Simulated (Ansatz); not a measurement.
Results of PBEsol-D3(BJ) (Ansatz, a quantum-chemistry and plane-wave program, plane waves, PAW) for ZrAl3 (I4/mmm, No. 139).

Settings: plane-wave cutoff 520 eV, 20×20×20 k mesh, Fermi–Dirac smearing 0.05 eV, scalar-relativistic PAW data made under PBE.

Response to compression and expansion:

Shape and atoms are relaxed at each volume.

```tsv
V (Å³/atom)	P (GPa)	c (Å)	a (Å)
15.794	5.17	16.708	3.889
16.123	2.46	16.832	3.915
16.452	0.00	16.955	3.940
16.781	-2.22	17.076	3.965
17.110	-4.23	17.196	3.990
```

Note: the bulk modulus comes from volumes at which shape and atoms were relaxed.
